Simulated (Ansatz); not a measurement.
## Pressure series in Si

The parent structure is Si in the diamond structure (space group Fd-3m, No. 227).

```xyz
2
Lattice="0.0000 2.7349 2.7349 2.7349 0.0000 2.7349 2.7349 2.7349 0.0000" Properties=species:S:1:pos:R:3 pbc="T T T"
Si     2.7349     2.7349     2.7349
Si     4.1024     4.1024     4.1024
```

Cell and atoms are relaxed at each pressure.

Level of theory: PBE (Ansatz, a program for electronic structure; PAW; 420 eV plane waves; no spin-orbit coupling), earlier PAW set.

Candidates:
(a) pressure −2 GPa
(b) pressure 30 GPa
(c) pressure 15 GPa
(d) pressure 50 GPa

Base values:

```
Property    Value
--------  -------
Band gap  0.61 eV
```

Task: Order them by band gap, highest first.

Result: (a) pressure −2 GPa (0.66 eV), (c) pressure 15 GPa (0.36 eV), (b) pressure 30 GPa (0.15 eV), (d) pressure 50 GPa (zero)

The mesh was chosen for an insulator and is coarse for the gapless case. Load acts through the strain it causes; cell and atoms are relaxed under it. Whether these cells are dynamically stable was not tested. Measured, Si leaves this structure (for the β-tin structure) near 12 GPa (room temperature; as listed in arXiv:1906.07825). A zero or small gap of Si under pressure 30 GPa and Si under pressure 50 GPa can be the functional's error rather than a property of the material.
